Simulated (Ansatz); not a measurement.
# Pressure series in Ru

Consider Ru in the hcp (Mg type) structure (space group P6_3/mmc, No. 194).

```
Ru
1.0
    2.67608     0.00000     0.00000
   -1.33804     2.31755     0.00000
    0.00000     0.00000     4.22062
Ru
2
Cartesian
  1.33804   0.77252   3.16546
  0.00000   1.54503   1.05515
```

Cell and atoms are relaxed at each pressure.

The values are results of plane-wave PAW DFT at the LDA level (Ansatz, a program for electronic structure, 420 eV), scalar-relativistic without spin-orbit coupling, not measurements.

| P (GPa) | V (Å³/atom) |
|---|---|
| -2.00 | 13.161 |
| -1.00 | 13.124 |
| 0.89 | 13.056 |
| 2.09 | 13.015 |
| 4.50 | 12.933 |
| 9.00 | 12.787 |
| 15.00 | 12.607 |
| 22.50 | 12.400 |
| 30.00 | 12.210 |

A third-order Birch–Murnaghan fit to these points gives V₀ = 13.09 Å³/atom, B₀ = 367 GPa and B₀′ = 4.7. At pressure 30 GPa the volume is 93.3 % of V₀.

Load acts through the strain it causes; cell and atoms are relaxed under it. Whether these cells are dynamically stable was not tested. Competing high-pressure phases were not computed. All final runs are without spin polarisation.
